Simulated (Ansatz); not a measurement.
The starting structures come from a database of crystals and need not be the phases stable at ambient conditions.

Input:

```
Bi3BrSe4
1.0
    4.06863     0.00000     0.00000
    2.03431    10.23645     0.16066
    0.00000     4.96778    10.90742
Bi Se Br
6 8 2
Direct
  0.09036   0.81928   0.96733
  0.90964   0.18072   0.03267
  0.67485   0.65030   0.74042
  0.32515   0.34970   0.25958
  0.14769   0.70461   0.41011
  0.85231   0.29539   0.58989
  0.41916   0.16168   0.51073
  0.58084   0.83832   0.48927
  0.69204   0.61592   0.02548
  0.30796   0.38408   0.97452
  0.07410   0.85180   0.72639
  0.92590   0.14820   0.27361
  0.25529   0.48942   0.64549
  0.74471   0.51058   0.35451
  0.45512   0.08977   0.83469
  0.54488   0.91023   0.16531
```

Space group of this cell: C2/m. The cell was relaxed by PBE-D3(BJ); by r2SCAN its mean pressure is 1.1 GPa.

Transport runs along the normal of the first two printed cell vectors.

The gap is the functional's own, uncorrected, and κ follows it; spin-orbit coupling is left out. Mid-gap values are interpolated between the computed energies.

Q: State the band gap and the smallest decay constant κ at mid-gap according to r2SCAN in Ansatz (a first-principles code).

A: Gap 1.24 eV on a 8×8×4 mesh; κ = 0.174 1/Å, at (0.125, 0.000) of the in-plane reciprocal vectors. At the zone centre, at the nearest computed energy, the slowest state has κ = 0.19 1/Å.
